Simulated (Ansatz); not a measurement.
The reference is InAgTe2 in the chalcopyrite structure (space group I-42d, No. 122; a = 6.569 Å, c = 12.999 Å). Axes: x, y, z lie along a, b, c of the conventional cell.

Computed with PBE (Ansatz, an electronic-structure program), spin-orbit coupling left out.

Now apply this change: an isotropic linear strain of −0.75 %; the atoms relax in the strained cell.

Question: Predict the stress tensor and what it implies for the stiffness.

Answer: Stress of the strained cell less that of the base (GPa, compression positive):
```
   0.88    0.00    0.00
   0.00    0.88    0.00
   0.00    0.00    0.88
```

Then B = −ΔP/(ΔV/V₀) with ΔV/V₀ = -0.0223 gives secant stiffness values (nonlinear terms included at this strain): B (at held cell shape, above the free-shape value) ≈ 39 GPa.

Whether these cells are dynamically stable was not tested.
